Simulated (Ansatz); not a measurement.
InTe (Fm-3m), PBEsol, DFPT electron-phonon coupling, linearised Boltzmann equation (Ansatz, a program for electronic structure): phonon-limited resistivity 18.8 μΩ·cm at 300 K, current-weighted mean free path 6.6 nm, Drude plasma energy 6.75 eV.

Question: Estimate the resistivity of a 40 nm square wire with diffuse walls from ρ ≈ ρ₀(1 + 3ℓ/4d).

Answer: 1 + 0.75 × 6.6/40 = 1.12, so ρ ≈ 21.1 μΩ·cm and a line 1 μm long has 132 Ω. The formula is the free-electron limit for d well above ℓ; grain boundaries add to it.

Question: What Drude relaxation time do resistivity and plasma energy imply?

Answer: ω_p = 1.03e16 s⁻¹, so τ = 1/(ε₀ ω_p² ρ) = 5.71 fs, a damping ħ/τ of 115 meV.

Question: What is the classical skin depth at 1 GHz (nonmagnetic, μ₀ = 1.257×10⁻⁶ H/m)?

Answer: δ = √(ρ/(π f μ₀)) = 6900 nm.

A metal at this level (no band gap). Only scattering by harmonic phonons is included (no impurities, grain boundaries, electron-electron scattering or thermal expansion). Spin-orbit coupling is left out. Halving the electron mesh (24x24x24) moves the resistivity by up to 4 % at 300 K, the mean free path by up to 2 %. Smearing 0.20 eV; phonons on a 4x4x4 q mesh, which this run doesn't test.

Formula and space group known from diffraction (Crystallography Open Database), not checked to be the room-temperature form: InTe (Fm-3m).
